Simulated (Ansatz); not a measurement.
Start from Au in the fcc (Cu type) structure (space group Fm-3m, No. 225; a = 4.1245 Å; relaxed with 0.1 eV smearing).

Computed with Ansatz (a first-principles code), r2SCAN, PAW, cutoff 500 eV, no spin-orbit coupling.

Strains are applied to the cell and any free atomic positions relax.

One change was made to it. Results:

The energy grows by 1.9 meV/atom; the pressure goes from zero to 2.4 GPa.

**Question.** Which of these changes matches the shifts?
A) isotropic strain −1.00 %
B) isotropic strain −2.00 %
C) isotropic strain −0.50 %

**Answer.** C, isotropic strain −0.50 %. For comparison, the energy relative to the base in the other runs: isotropic strain −2.00 % gives +33 meV/atom; isotropic strain −1.00 % gives +7.9 meV/atom.

No phonon test of stability was made.
